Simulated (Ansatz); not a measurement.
PdTe₂ (model structure, started from the CdCl2 type, R-3m, No. 166, 3 atoms in the cell) was calculated with LDA (Ansatz, a program for electronic structure, plane waves, PAW).

The run printed, among other lines:

```
Relaxation: its limit of steps is 80 (relax.max_steps)
Crystal: 3 atoms, lattice volume = 72.304 Å³
Basis set: ecut = 520 eV, 1947 PW (Γ), FFT grids on a1−a3, a2−a3, a3, exchange–correlation on 60×60×90 points (8 copies of the dense FFT grid, shifted against one another)
Bands: 30, of which v1, the nominal top of the filled ones, is band 25 counted from 1 (24 counted from 0)
Symmetry: 12 space group operations
Space group: R-3m (ITA 166), of the structure as read, at distance tolerance 4.2e-5 Å
k-points: 417 of 4096
Functional: x = slater, c = lda
SCF iter   1: F=—  HF=-20499.877292 eV  |F-HF|=—  |Δ(HF+E_count)|=         —  Δρ=9.08e-3  dr2=6.04e-2
SCF iter   2: F=—  HF=-20499.871607 eV  |F-HF|=—  |Δ(HF+E_count)|=   5.69e-3  Δρ=5.64e-3  dr2=2.06e-2
  ...
SCF 1 converged in 6 iterations: F = -20499.865868 eV  dr2 = 8.80e-8
Crystal: 3 atoms, lattice volume = 72.304 Å³
Basis set: ecut = 520 eV, 1935 PW (Γ), FFT grids on a1−a3, a2−a3, a3, exchange–correlation on 60×60×90 points (8 copies of the dense FFT grid, shifted against one another)
Initial density: handed on by an earlier stage of this run
SCF 2 converged in 5 iterations: F = -20499.859056 eV  dr2 = 1.68e-7
Crystal: 3 atoms, lattice volume = 72.304 Å³
SCF 3 converged in 9 iterations: F = -20499.870946 eV  dr2 = 3.57e-13
Crystal: 3 atoms, lattice volume = 72.304 Å³
SCF 4 converged in 4 iterations: F = -20499.870963 eV  dr2 = 2.39e-9
Crystal: 3 atoms, lattice volume = 72.304 Å³
SCF iter   4: F=—  HF=-20499.870963 eV  |F-HF|=—  |Δ(HF+E_count)|=  3.27e-11  Δρ=9.74e-8  dr2=1.06e-11
SCF iter   5: F=-20499.870963 eV  HF=-20499.870963 eV  |F-HF|=3.64e-12  |Δ(HF+E_count)|=  3.64e-12  Δρ=4.17e-8  dr2=5.73e-13
SCF 5 converged in 5 iterations: F = -20499.870963 eV  dr2 = 5.73e-13
SCF converged after 5 iterations
Free energy (F): -20499.870963 eV
Internal energy: -20499.858261 eV  (E = F + TS)
E sigma→0 (E₀):  -20499.864612 eV
Fermi energy:    12.687414 eV
--- Stress (GPa, compression-positive) ---
        0.901491      -0.000000       0.000000
       -0.000000       0.901491       0.000000
        0.000000       0.000000       0.913309
  P = ⅓ Tr σ = 0.9054 GPa (9.054 kbar)
```

Write an input file that could have produced this run (the log leaves some choices open).

This is not unique; one that fits is 
Ansatz 0.2 input:
```yaml
crystal:
  lattice:
    - [1.9295388717, 1.114019787, 5.6061196885]
    - [-1.9295388717, 1.114019787, 5.6061196885]
    - [0.0, -2.228039574, 5.6061196885]
  atoms:
    - { symbol: Pd, position: [0.0, 0.0, 0.0] }
    - { symbol: Te, position: [0.2491143106, 0.2491143106, 0.2491143106] }
    - { symbol: Te, position: [0.7508856894, 0.7508856894, 0.7508856894] }
basis:
  ecutwfc: 520
  ecutrho_ratio: 4
  xc_grid: 2
kpoints:
  mp_grid: { grid: [16, 16, 16] }
hamiltonian:
  xc: lda
  dispersion: none
  pseudopotentials: { kind: paw }
scf:
  occupations: { method: fermi_dirac, width: 0.05 }
output:
  forces: true
  stress: true
  eigenvalues: true
relax:
  f_tol: 0.004
  escape_saddle: false
  max_steps: 80
  cell: { stress_tol: 0.02, fix: [volume] }
```

The cell is one volume of an energy–volume scan, off the minimum.

The PAW data were made under PBE.

Note: the relaxation could raise the start's symmetry but not lower it, so the cell can be a saddle point.

Cost on a shared machine: about 3.0 core-minutes (a rough figure).

A model structure was made by putting elements into a prototype or built by hand; it is no filed structure, need not be a known phase, and can be a saddle point held by its symmetry.
